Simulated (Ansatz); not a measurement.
**ZnSe: Se → W**

Take ZnSe in the zinc blende structure (space group F-43m, No. 216; a = 5.666 Å) as the base.

It is then changed as follows: full substitution Se → W; the structure is relaxed again.

Method: Kohn–Sham DFT with the r2SCAN functional, run in Ansatz (a program for electronic structure) with PAW and 500 eV plane waves, no SOC, earlier PAW set. Γ-centred 15×15×15 mesh, Fermi–Dirac width 0.05 eV, for the changed cell.

| quantity | base | changed | shift |
|---|---|---|---|
| volume per atom | 22.74 Å³ | 21.20 Å³ | -1.54 Å³ |
| density | 5.27 g/cm³ | 9.76 g/cm³ | +4.49 g/cm³ |
| lattice parameter a | 5.666 Å | 5.535 Å | -0.131 Å |
| space group | F-43m (No. 216) | F-43m (No. 216) | – |
| band gap | 1.86 eV | zero | – |

Whether these cells are dynamically stable was not tested. As relaxed here, ZnW is a hypothetical phase, not in the database extracts checked. All final runs are without spin polarisation.
